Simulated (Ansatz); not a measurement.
# Fermi-surface data of AuAl$_{2}$ (Fm-3m)

Here is the system:

```yaml
crystal:
  lattice:
    - [0.00000, 3.00050, 3.00050]
    - [3.00050, 0.00000, 3.00050]
    - [3.00050, 3.00050, 0.00000]
  atoms:
    - { symbol: Al, position: [0.25000, 0.25000, 0.25000] }
    - { symbol: Al, position: [0.75000, 0.75000, 0.75000] }
    - { symbol: Au, position: [0.00000, 0.00000, 0.00000] }
```

The numbers are results of r2SCAN, rigid bands (plane waves, PAW, scalar-relativistic; Ansatz, a quantum-chemistry and plane-wave program), not measurements. Condition of this run: functional r2SCAN on the same cell. Geometry: cell and atoms relaxed with PBEsol.

```json
{
 "density of states at the Fermi level": "0.877 states/(eV·cell), both spins",
 "bare Sommerfeld coefficient": "0.69 mJ/(mol of atoms·K²)",
 "drude_plasma_energy": "7.7 eV",
 "root-mean-square Fermi velocity": "1.2e6 m/s",
 "resistivity times τ": "8.2 ×10⁻²² Ω·m·s"
}
```

A metal at this level (no band gap); rigid bands, thermally averaged at 300 K, both spins. Spin-orbit coupling is left out, which matters with elements this heavy. τ is one relaxation time for all states.
